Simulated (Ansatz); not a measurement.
## Ansatz run on PbF2 (Fm-3m, 3 atoms in the cell): self-consistent single point

Method of the run: LDA (PW92), default PAW files made with PBE (plane waves; Ansatz, a first-principles code).

Input:

Ansatz 0.2 input:
```yaml
# PbF2
crystal:
  lattice:
    - [0.000000, 2.955150, 2.955150]
    - [2.955150, 0.000000, 2.955150]
    - [2.955150, 2.955150, 0.000000]
  atoms:
    - { symbol: Pb, position: [0.000000, 0.000000, 0.000000] }
    - { symbol: F, position: [0.250000, 0.250000, 0.250000] }
    - { symbol: F, position: [0.750000, 0.750000, 0.750000] }
basis:
  ecutwfc: 420.0
kpoints:
  mp_grid:
    grid: [7, 7, 7]
hamiltonian:
  xc: lda
  pseudopotentials:
    kind: paw
scf:
  occupations:
    method: fermi_dirac
    width: 0.02
output:
  forces: true
  eigenvalues: true
  stress: true
```

Output (repeated stretches shortened):

```
WARN ansatz: RAYON_NUM_THREADS=1 ignored (pool sized by the plan → 1); use --threads N
Pseudopotentials: kind: paw
Pseudopotential: Pb, paw, valence charge 14
Pseudopotential: F, paw, valence charge 7
Crystal: 3 atoms, lattice volume = 51.614 Å³
Basis set: ecut = 420 eV, 965 PW (Γ)
Bands: 18, of which v1, the nominal top of the filled ones, is band 14 counted from 1 (13 counted from 0)
Symmetry: 48 space group operations
Space group: Fm-3m (ITA 225), of the structure as read, at distance tolerance 3.7e-5 Å
k-points: 20 of 343
PAW frozen core: Pb, regenerated for the run's functional, and the local potential with it
PAW frozen core: F, regenerated for the run's functional, and the local potential with it
Initial density: superposition of atomic densities (neutral atoms: chi_scale 0, normalization atom), corrected by the library's trained network
Initial wavefunctions: pseudopotential atomic-orbital guess
Eigensolver: davidson
Functional: x = slater, c = lda
SCF iter   1: F=—  HF=-13191.273830 eV  |F-HF|=—  |Δ(HF+E_count)|=         —  Δρ=1.94e-2  dr2=1.48e-1  ethr=1.77e-3  ⟨swp⟩=6.0  Hψ=1792  notcnv=0
all-band conjugate gradients solve this SCF's bands
preconditioner: auto → none
SCF iter   2: F=—  HF=-13191.251243 eV  |F-HF|=—  |Δ(HF+E_count)|=   2.26e-2  Δρ=1.44e-2  dr2=6.21e-2  ethr=5.30e-4  ⟨swp⟩=2.0  Hψ=881  notcnv=0
SCF iter   3: F=—  HF=-13191.233499 eV  |F-HF|=—  |Δ(HF+E_count)|=   1.77e-2  Δρ=1.43e-3  dr2=5.54e-4  ethr=2.22e-4  ⟨swp⟩=2.0  Hψ=666  notcnv=0
SCF iter   4: F=—  HF=-13191.233245 eV  |F-HF|=—  |Δ(HF+E_count)|=   2.54e-4  Δρ=3.42e-4  dr2=2.13e-5  ethr=1.98e-6  ⟨swp⟩=2.0  Hψ=807  notcnv=0
SCF iter   5: F=—  HF=-13191.233239 eV  |F-HF|=—  |Δ(HF+E_count)|=   6.05e-6  Δρ=3.65e-5  dr2=6.88e-7  ethr=7.59e-8  ⟨swp⟩=2.0  Hψ=642  notcnv=0
SCF iter   6: F=-13191.233239 eV  HF=-13191.233239 eV  |F-HF|=2.26e-9  |Δ(HF+E_count)|=   3.14e-7  Δρ=9.90e-6  dr2=2.46e-8  ethr=3.57e-10  ⟨swp⟩=5.8  Hψ=1600  notcnv=0
SCF 1 converged in 6 iterations: F = -13191.233239 eV  dr2 = 2.46e-8
SCF converged after 6 iterations
Free energy (F): -13191.233239 eV
Harris-Foulkes:  -13191.233239 eV  (|F-HF|=2.26e-9)
Internal energy: -13191.233239 eV  (E = F + TS)
E sigma→0 (E₀):  -13191.233239 eV
Fermi energy:    6.834362 eV
--- Per-component energies (eV) ---
  E_band       = -130.213617
  E_kinetic    = 694.991766
  E_local      = -2244.635747  (includes V_loc(G=0)·N_el)
  E_nonlocal   = 505.654754
  E_hartree    = 856.038375
  E_xc         = -375.657784
  E_vxc        = -335.864811  (∫ρ·V_xc dr)
  E_paw        = -10472.688480  (= ΣΔE_a)
  E_vpaw       = -462.443325  (= ΣTr[D̂ρ^β])
  E_aug_tail   = 0.004010  (compensation charges beyond the density's cutoff)
  E_ewald      = -2155.088921
  E_core_change = 0.148790  (= ΣΔE_core)
  E_smearing   = -0.000000  (= −TS)
  E_closure    = 0.000000  (closes the sum)
  Σ components = -13191.233239   (vs F -13191.233239, Δ=0.00e0)
--- Forces (eV/Å), atoms counted from 1 ---
  atom   1  Pb    -0.00000000     0.00000000    -0.00000000
   [... zero for the other atoms too ...]
  max |Σ_I F_I| component: 2.78e-17 eV/Å
--- Stress (GPa, compression-positive) ---
       -3.949218      -0.000000       0.000000
        0.000000      -3.949218      -0.000000
       -0.000000      -0.000000      -3.949218
  P = ⅓ Tr σ = -3.9492 GPa (-39.492 kbar)
  The stress holds the Pulay correction. Without it, at fixed plane waves, as pw.x and ABINIT print it: P = -4.6063 GPa
--- Band table (eV; the first three rows and the last of 20) ---
  k-point 0: bands = ["-16.0861", "-15.4012", "-9.5939", "-9.5939", "-9.5939", "-9.5155", "-9.5155", "-0.0316", "2.1556", "2.1556", "2.1556", "2.6575", "2.6575", "2.6575", "11.2915", "11.2915", "11.2915", "14.9738"]
  k-point 1: bands = ["-16.0431", "-15.4406", "-9.5851", "-9.5851", "-9.5477", "-9.5154", "-9.5154", "-0.3770", "1.9896", "2.1103", "2.1103", "2.6257", "2.6257", "3.1831", "10.6159", "11.4642", "11.4642", "16.1265"]
  k-point 2: bands = ["-15.9343", "-15.5378", "-9.5723", "-9.5723", "-9.5080", "-9.5080", "-9.4475", "-0.9534", "1.7577", "2.0123", "2.0123", "2.5543", "2.5543", "4.0185", "9.8577", "11.8603", "11.8603", "17.4472"]
  k-point 19: bands = ["-15.7224", "-15.7150", "-9.5395", "-9.5056", "-9.5044", "-9.4306", "-9.4060", "-1.8136", "0.9091", "1.6753", "2.1558", "2.9980", "3.1186", "4.6681", "10.3432", "10.8220", "12.1619", "14.5386"]
```

The run converged in 6 iterations.

The starting cell has typed, rounded lattice constants, without a prior relaxation at this level. Its lattice was rescaled by up to half a per cent. Spin-orbit coupling is off. With a pressure of about -4 GPa the cell is away from its equilibrium volume at this level. Ansatz's pressure includes its estimate of the finite-basis (Pulay) stress. Without the estimate this run gives -4.61 GPa.
